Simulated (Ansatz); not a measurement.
# Converging shifted k-point meshes: ScGa₃ (P4mm, 4 atoms in the cell)

```
CELL_PARAMETERS angstrom
      4.06135     0.00000     0.00000
      0.00000     4.06135     0.00000
      0.00000     0.00000     4.06135
ATOMIC_POSITIONS crystal
  Sc 0.00000 0.00000 0.01231
  Ga 0.50000 0.50000 0.00000
  Ga 0.00000 0.50000 0.50000
  Ga 0.50000 0.00000 0.50000
```

Computed with PBEsol, default PAW files made with PBE (plane waves; Ansatz, a program for electronic structure).

Base settings: basis.ecutwfc = 420 eV; kpoints.mp_grid.grid = 8 8 8; hamiltonian.xc = pbesol; hamiltonian.pseudopotentials = {kind: paw} (the program's default PAW files); scf.occupations.method = gaussian; scf.occupations.width = 0.1 eV.

In this ladder: kpoints.mp_grid.shift = 0.5 0.5 0.5.

Only quantities that move along the ladder and can be compared are tabulated.

The count of work is k-points × plane waves × bands × iterations; it is no time. Core times come from one kind of shared machine, to one figure; runs under 30 s give none.

The starting cell comes from a database of computed structures (which also holds hypothetical and non-ambient phases and stackings), without a prior relaxation at this level. Its lattice was rescaled by up to half a per cent. One atom was moved a little off its site on purpose. Ansatz's pressure includes its estimate of the finite-basis (Pulay) stress.

Steps (kpoints.mp_grid.grid): 2 2 2; 3 3 3; 4 4 4; 5 5 5; 6 6 6; 7 7 7; 8 8 8; 9 9 9; 10 10 10; 11 11 11; 12 12 12; 13 13 13; 14 14 14; 16 16 16; 18 18 18; 20 20 20; 22 22 22; 24 24 24; 27 27 27.

Q: What is the coarsest kpoints.mp_grid.grid that holds the free energy within 5 meV/atom of the last step, with all finer ones?

A: 8 8 8, at 0.027 of the last step's count of work; the step before is off by 6.3 meV/atom.

Q: What is the coarsest kpoints.mp_grid.grid that holds the pressure within 0.05 GPa of the last step, with all finer ones?

A: 18 18 18, at 0.28 of the last step's count of work and about 0.3 of the last step's time; the step before is off by 0.08 GPa.

Q: What is the coarsest kpoints.mp_grid.grid that holds the forces within 0.005 eV/Å of the last step, with all finer ones?

A: 6 6 6, at 0.012 of the last step's count of work; the step before is off by 0.010 eV/Å.

```csv
kpoints.mp_grid.grid,free energy less the last step's (meV/atom),pressure (GPa),largest difference of a force vector from the last step's (eV/Å),count of work / last,core time / last (rough)
2 2 2,-254.00,-3.54,0.033,0.00068,–
3 3 3,-27.15,-0.95,0.028,0.0035,–
4 4 4,4.11,-1.36,0.020,0.0041,–
5 5 5,3.82,-1.62,0.010,0.010,–
6 6 6,10.73,-0.79,0.004,0.012,–
7 7 7,6.35,-1.08,0.004,0.023,–
8 8 8,0.50,-0.79,0.004,0.027,–
9 9 9,2.40,-0.87,0.003,0.044,–
10 10 10,1.15,-0.98,0.003,0.051,–
11 11 11,1.29,-1.01,0.003,0.086,–
12 12 12,0.88,-0.81,0.001,0.086,–
13 13 13,1.55,-0.80,0.001,0.13,0.1
14 14 14,0.57,-0.71,0.002,0.13,0.1
16 16 16,-0.50,-0.75,0.001,0.20,0.2
18 18 18,-0.38,-0.82,0.000,0.28,0.3
20 20 20,-0.18,-0.80,0.000,0.37,0.4
22 22 22,-0.23,-0.79,0.001,0.49,0.5
24 24 24,-0.13,-0.84,0.000,0.64,0.7
27 27 27,0.00,-0.83,0.000,1.0,1
```

Two neighbours can agree and both be off: 4 4 4 and 5 5 5 differ by 0.29 meV/atom in the free energy, yet lie about 3.8 meV/atom from the last step.

Keys are those of Ansatz 0.2.
